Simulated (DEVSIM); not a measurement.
Structure: Ti/Si3N4/p-GaAs capacitor, at 300 K.

| layer (left to right) | material | thickness (nm) | Na (cm⁻³) |
|---|---|---|---|
| 1 | Si3N4 | 2.80 | - |
| 2 | GaAs | 6700 | 9.3e15 |

Metal gate on the left, work function 4.33 eV. Fixed charge at the semiconductor interface 0 cm⁻² (in units of +e); interface traps 9.7e10 cm⁻² eV⁻¹, uniform in energy, neutral level at 0.3 of the gap above the valence band.

This is a model device: material constants are rounded textbook-type values typed into the input, and sizes, dopings and lifetimes were drawn at random. Values at 300 K.

```tsv
parameter	Si3N4	GaAs
gap (eV)	5.1	1.424
affinity (eV)	2.1	4.07
permittivity	7.5	12.9
Nc (cm⁻³)	-	4.7e17
Nv (cm⁻³)	-	9e18
```

Simulated with DEVSIM: 1D Poisson equation in equilibrium, Boltzmann statistics, complete ionisation; no quantum confinement or tunnelling. Metal contacts follow the ideal Schottky-Mott rule: no Fermi-level pinning, no interface dipoles.

### Question
Give the band bending (positive: bands bend down) and minority sheet density.

### Answer

```json
[
 {"Vg (V)": "-1.2", "ψs (V)": "-0.146", "minority carriers (cm⁻²)": "< 1e8"},
 {"Vg (V)": "-0.9", "ψs (V)": "0.082", "minority carriers (cm⁻²)": "< 1e8"},
 {"Vg (V)": "-0.6", "ψs (V)": "0.371", "minority carriers (cm⁻²)": "< 1e8"},
 {"Vg (V)": "-0.3", "ψs (V)": "0.664", "minority carriers (cm⁻²)": "< 1e8"},
 {"Vg (V)": "0", "ψs (V)": "0.958", "minority carriers (cm⁻²)": "< 1e8"},
 {"Vg (V)": "0.3", "ψs (V)": "1.242", "minority carriers (cm⁻²)": "1.6e11"}
]
```
